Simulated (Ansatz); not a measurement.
Start from ZrSe2 in the CdI2 type structure (space group P-3m1, No. 164; layered, stacked along the Cartesian z axis; relaxed with 0.1 eV smearing).

```xyz
3
Lattice="3.6598 0.0000 0.0000 -1.8299 3.1695 0.0000 0.0000 0.0000 5.8412" Properties=species:S:1:pos:R:3 pbc="T T T"
Zr     0.0000     0.0000     0.0000
Se     0.0000     2.1130     1.6084
Se     1.8299     1.0565     4.2329
```

Cartesian axes are those of the cell as printed.

Calculations: Kohn–Sham DFT with the PBEsol-D3(BJ) functional, run in Ansatz (an electronic-structure program) with PAW and 420 eV plane waves, no spin-orbit coupling.

Strains are applied to the cell and any free atomic positions relax.

One change was made to it. Results:

The pressure (mean of the normal stresses, compression positive) goes from zero to -0.2 GPa; the energy hardly moves; the band gap is still zero.

### Question
Which change produced these results?
A. uniaxial strain ε_zz = +2.50 %
B. uniaxial strain ε_zz = −1.50 %
C. uniaxial strain ε_zz = +0.50 %

### Answer
C, uniaxial strain ε_zz = +0.50 %. For comparison, the energy relative to the base in the other runs: uniaxial strain ε_zz = −1.50 % gives +1.4 meV/atom; uniaxial strain ε_zz = +2.50 % gives +3.2 meV/atom.

Stability against distortions was not tested. The final runs are not spin-polarised. The zero or small gap of ZrSe2 can change with the level of theory.
